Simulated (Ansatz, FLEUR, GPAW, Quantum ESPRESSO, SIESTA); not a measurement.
MnO2 (P4_2/mnm, 6 atoms in the cell) computed with different codes at matched settings

Self-consistent single point, at a second geometry (lattice scaled by 0.98). First geometry:

```
CELL_PARAMETERS angstrom
      4.31637     0.00000     0.00000
      0.00000     4.31637     0.00000
      0.00000     0.00000     2.81232
ATOMIC_POSITIONS crystal
  Mn 0.00000 0.00000 0.00000
  Mn 0.50000 0.50000 0.50000
  O  0.30492 0.30492 0.00000
  O  0.69508 0.69508 0.00000
  O  0.19508 0.80492 0.50000
  O  0.80492 0.19508 0.50000
```
Moments meant for the start (each program seeds them in its own way; μB, in the order of the atoms Mn Mn O O O O): 4.0 4.0 0.0 0.0 0.0 0.0.

Shared settings, as Ansatz (an electronic-structure program) writes them: kpoints.mp_grid.grid = 5 5 8; scf.occupations.method = fermi_dirac; scf.occupations.width = 0.1 eV. Potentials and cutoffs stand in the table.

```csv
code,model,ΔF from the first geometry (meV/atom),pressure (GPa),largest force (eV/Å),size of the net moment (μB/atom),cutoff
Ansatz,"PBE, default PAW files",107.6,44.18,0.648,0.94,420 eV
GPAW,"PBE, GPAW PAW datasets PBE (gpaw-data 1.0.1)",122.8,–,0.735,0.93,950 eV
Quantum ESPRESSO,"PBE, SSSP 1.1.2 efficiency (PBE) pseudopotentials",108.2,44.75,0.655,0.93,55 Ry
SIESTA,"GGA PBE, numerical atomic orbitals DZP, PseudoDojo PBE standard norm-conserving potentials (rewritten from UPF to PSML)",115.0,47.58,0.736,0.93,grid 300 Ry
FLEUR,"PBE, all-electron FLAPW (FLEUR), scalar-relativistic valence",109.0,–,0.624,0.93,Kmax 4.7 1/bohr
```

For Ansatz (by 0.5 GPa) the energy change implies a higher mean pressure, against the two pressures, than for the other programs: a sign of finite-basis (Pulay) stress.

A dash marks a value that a program does not give, or that is left out as unsure.

On Ansatz's run: the magnetic order is the one reached from the typed start; others were not searched systematically. The program warned that, by what it read of turns of the moments, another magnetic order lies lower.

The spread over the programs that give each value: ΔF from the first geometry within 15.2 meV/atom; pressure within 3.40 GPa; largest force within 0.112 eV/Å; size of the net moment within 0.01 μB/atom.

SIESTA uses small atom-centred bases, whose incompleteness enters pressures, forces and empty levels differently from a plane-wave cutoff. FLEUR treats all electrons, but the usual bases taken here (sphere radii, linearisation, local orbitals, empty states) were not tested for convergence, so the values are no reference for the others. Ansatz's pressure is given at a fixed set of plane waves, as the other plane-wave codes print theirs; with its correction for the finite basis it is 45.16 GPa (the shift of 0.98 GPa shows how far the cutoff is from converged). The pressure of GPAW is left out: its cutoff lies under the one at which its stress was checked. In the pressure, SIESTA (by 3.11) lies more than 1 GPa from the median of the plane-wave programs. In the force vectors, SIESTA (by 0.081) lies more than 0.08 eV/Å from the median of the plane-wave programs.

The starting cell comes from a database of computed structures (which also holds hypothetical and non-ambient phases and stackings), without a prior relaxation at this level. Its lattice was rescaled by a random factor within 2.5 % of one. For this run, on top of that: lattice scaled by 0.98.

Left out of this page: ABINIT (with a known weakness of the program).

Keys are those of Ansatz 0.2.
